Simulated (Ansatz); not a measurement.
## C axis length of InP (model structure, started from the PtS type, P4₂/mmc, No. 131, 4 atoms in the cell) at several levels of theory

No measured value is used here.

```csv
level (code),value (Å)
PBE (Ansatz),___
PBEsol (Ansatz),6.951
PBE-D3(BJ) (Ansatz),7.023
```

Problem. What belongs in the gaps?

Solution. 
- PBE (Ansatz, a program for electronic structure), value (Å): 6.984

Ansatz's density-functional and Hartree–Fock values are scalar-relativistic unless marked +SOC, with PAW data made under PBE.

A model structure was made by putting elements into a prototype or built by hand; it is no filed structure, need not be a known phase, and can be a saddle point held by its symmetry.
